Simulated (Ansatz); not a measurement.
**Point defect H_As in zinc-blende InAs**

Calculation: PBE, PAW (plane waves to 420 eV; Ansatz, a first-principles code). Cell and caveats: 64-site cell; 2×2×2 shifted k-points; start: the As site; no spin–orbit coupling; the functional closes the host's gap; not converged in cell size.

Neighbours after relaxation, in Å: of the H atom: In 2.04, In 2.05, In 3.39, In 3.39.

In at least one state atoms left their starting sites on relaxation (a large move, or an atom on the emptied site), so the name describes the start.

```csv
charge,moment (μB),largest move off a lattice site (Å)
0,not spin-polarised,1.37
```
